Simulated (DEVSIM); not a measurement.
illuminated Si n-on-p cell, one wavelength

Device: illuminated Si n-on-p cell, one wavelength, at 300 K.

| layer (left to right) | material | thickness (μm) | Nd (cm⁻³) | Na (cm⁻³) | τn (s) | τp (s) | absorption coefficient (cm⁻¹) |
|---|---|---|---|---|---|---|---|
| 1 | Si | 0.140 | 7.9e18 | - | 1.6e-5 | 2.3e-6 | 950 |
| 2 | Si | 130 | - | 6.2e15 | 5.7e-5 | 5.7e-5 | 950 |

Left contact: ohmic, minority hole recombination velocity 30000 cm/s. Right contact: ohmic, minority electron recombination velocity 4000 cm/s. Voltage is applied to the left contact. Recombination: SRH at mid-gap, radiative, Auger. Light enters at the left, 1.2e18 photons cm⁻² s⁻¹, one pass, no reflection. Mobility is constant in doping.

This is a model device: material constants are rounded textbook-type values typed into the input, and sizes, dopings and lifetimes were drawn at random. Values at 300 K.

```tsv
parameter	Si
gap (eV)	1.124
affinity (eV)	4.05
permittivity	11.7
Nc (cm⁻³)	2.86e19
Nv (cm⁻³)	3.1e19
μn (cm²/Vs)	1417
μp (cm²/Vs)	470
B (cm³/s)	4.7e-15
Cn (cm⁶/s)	2.8e-31
Cp (cm⁶/s)	9.9e-32
```

Model (solved in DEVSIM): 1D drift-diffusion, Boltzmann statistics, complete ionisation; no tunnelling, impact ionisation, image-force lowering or self-heating.

```yaml
potential_step_across_the_device_at_zero_bias: 0.871 V
largest_field_in_the_device_at_zero_bias: 150000 V/cm
Dark forward voltage at 1 A/cm²: 0.677 V
Dark forward voltage at 100 A/cm²: 0.857 V
short_circuit_current: 184 mA/cm²
open_circuit_voltage: 0.627 V
fill_factor: 0.83
largest_power: 95.7 mW/cm²
share_of_generated_pairs_collected_at_short_circuit: 0.957
```

Dark reverse current:

```tsv
V (V)	J (A/cm²)
0.04	4.3e-11
0.10	8.3e-11
0.20	1.3e-10
0.30	1.8e-10
0.40	2.2e-10
0.60	3.0e-10
0.80	3.7e-10
1.00	4.3e-10
1.30	5.1e-10
1.60	5.9e-10
2.00	6.9e-10
```

Current under light (generator sign):

```
V (V)  J (mA/cm²)
-----  ----------
0.00          184
0.08          184
0.18          184
0.28          184
0.38          184
0.48          183
0.50          182
0.52          181
0.54          177
0.56          169
0.58          152
0.60          116
0.62         40.1
0.64         -115
```
